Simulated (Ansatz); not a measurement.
Ansatz (an electronic-structure program) run on KZnF3 (Pm-3m, 5 atoms in the cell): zone-centre phonon calculation.

Level of theory: LDA (PW92), default PAW files made with PBE (plane waves; Ansatz).

```yaml
crystal:
  lattice:
    - [4.06215, 0.00000, 0.00000]
    - [0.00000, 4.06215, 0.00000]
    - [0.00000, 0.00000, 4.06215]
  atoms:
    - { symbol: K, position: [0.00000, 0.00000, 0.00000] }
    - { symbol: Zn, position: [0.50000, 0.50000, 0.50000] }
    - { symbol: F, position: [0.50000, 0.00000, 0.50000] }
    - { symbol: F, position: [0.00000, 0.50000, 0.50000] }
    - { symbol: F, position: [0.50000, 0.50000, 0.00000] }
```

Reference input (self-consistent single point, DFT, LDA (PW92), plane waves, default PAW files made with PBE): basis.ecutwfc = 30.9 Ry; kpoints.mp_grid.grid = 6 6 6; hamiltonian.xc = lda; hamiltonian.pseudopotentials = {kind: paw} (the program's default PAW files); scf.occupations.method = fermi_dirac; scf.occupations.width = 0.0007 Ry. This run's input differs from it in these lines:

Ansatz 0.2 input:
```diff
@@ -19,7 +19,8 @@
 scf:
-  occupations: { method: fermi_dirac, width: 0.0007 Ry }
-output:
-  forces: true
-  eigenvalues: true
-  stress: true
+  occupations: { method: fixed }
+  convergence: { dr2_threshold: 1.0e-07 eV }
+phonons:
+  method: dfpt
+  dielectric: true
+  rigid_motions: translations
```

Output, abridged:

```
SCF iter   1: F=—  HF=-7128.417695 eV  |F-HF|=—  |Δ(HF+E_count)|=         —  Δρ=2.09e-2  dr2=2.05e-1  ethr=1.77e-3  ⟨swp⟩=4.5  Hψ=8888  notcnv=0  defer=179
all-band conjugate gradients solve this SCF's bands
preconditioner: auto → Resta (q_TF=auto, 2.524 Å⁻¹)
SCF iter   2: F=—  HF=-7128.358965 eV  |F-HF|=—  |Δ(HF+E_count)|=   5.87e-2  Δρ=5.36e-3  dr2=6.39e-3  ethr=4.87e-4  ⟨swp⟩=2.0  Hψ=4279  notcnv=0  defer=222
   [... lines left out ...]
SCF iter   4: F=—  HF=-7128.356875 eV  |F-HF|=—  |Δ(HF+E_count)|=   4.40e-4  Δρ=1.17e-3  dr2=4.93e-4  ethr=5.21e-6  ⟨swp⟩=1.2  Hψ=2016  notcnv=0  defer=209
SCF iter   5: F=—  HF=-7128.356732 eV  |F-HF|=—  |Δ(HF+E_count)|=   1.43e-4  Δρ=2.46e-4  dr2=3.19e-5  ethr=1.17e-6  ⟨swp⟩=2.1  Hψ=3175  notcnv=0  defer=169
SCF iter   6: F=—  HF=-7128.356729 eV  |F-HF|=—  |Δ(HF+E_count)|=   3.50e-6  Δρ=4.41e-5  dr2=1.61e-6  ethr=7.58e-8  ⟨swp⟩=2.8  Hψ=3907  notcnv=0  defer=80
SCF iter   7: F=-7128.356729 eV  HF=-7128.356729 eV  |F-HF|=1.75e-8  |Δ(HF+E_count)|=   2.18e-7  Δρ=8.04e-6  dr2=7.48e-8  ethr=2.38e-10  ⟨swp⟩=10.8  Hψ=15262  notcnv=0
SCF 1 converged in 7 iterations: F = -7128.356729 eV  dr2 = 7.48e-8
DFPT response loops at Γ: preconditioner auto → none (the input reference at scf.mixing.eps_inf says where Resta's filter doesn't serve); β = 0.50 …
Free energy (F): -7128.356729 eV
Internal energy: -7128.356729 eV  (E = F + TS)
E sigma→0 (E₀):  -7128.356729 eV
Fermi energy:    3.594166 eV
--- Phonons (Γ-DFPT): 4 representative perturbations + reference, on 80 of 216 k-points (Σ response iterations 19) ---
  k mesh reduced under 2 symmetry operations, with k and −k counted as one. Each operation leaves every solved perturbation unchanged …
  ASR residual: 4.088e-3 → 0.000e0 eV/Å²; symmetrization residual: 2.209e-7 eV/Å²
   [... lines left out ...]
  k-mesh period / interband length: 24.4 Å / 1.07 Å = 22.75 at k = (0.0000, 0.0000, 0.0000), direct gap 5.344 eV — 14 or more, which is no proof of convergence
   [... lines left out ...]
        459.01      1             6.4707
  optical modes at Γ + LO–TO along q̂ = [0.0000, 0.0000, 1.0000]:
      ω (cm⁻¹)  modes    IR ((D/Å)²/amu)
        100.51      2             3.7703
        127.06      1             0.0904
        142.11      3             0.0000
        178.75      2             6.6813
        265.57      1             1.7856
        382.87      2             6.2418
        459.01      1             6.4707
```

The run converged in 7 iterations. 

Summary of the result:
| Property | Value |
|---|---|
| Free energy E − TS (on the zero of these files) | -7128.3567 eV |
| Top of the valence band (on the code's own zero) | 3.59 eV |
| Gap on the k-point mesh | 3.61 eV |
| Zone-centre frequencies (cm⁻¹; negative means imaginary) | 0, 0, 0, 101, 101, 101, 142, 142, 142, 179, 179, 179, 383, 383, 383 |
| ε∞ at this k-point mesh, which may be far from converged in small-gap cells (xx, yy, zz) | 2.44, 2.44, 2.44 |
| Born charges at this mesh (mean of the diagonal, e) | K 1.20, Zn 2.32, F -1.17, F -1.17, F -1.17 |

The starting cell has typed, rounded lattice constants, without a prior relaxation at this level. Its lattice was rescaled by up to half a per cent. The frequencies listed for the zone centre hold no LO-TO term.

Cost on one core of a shared machine: roughly 2 min.
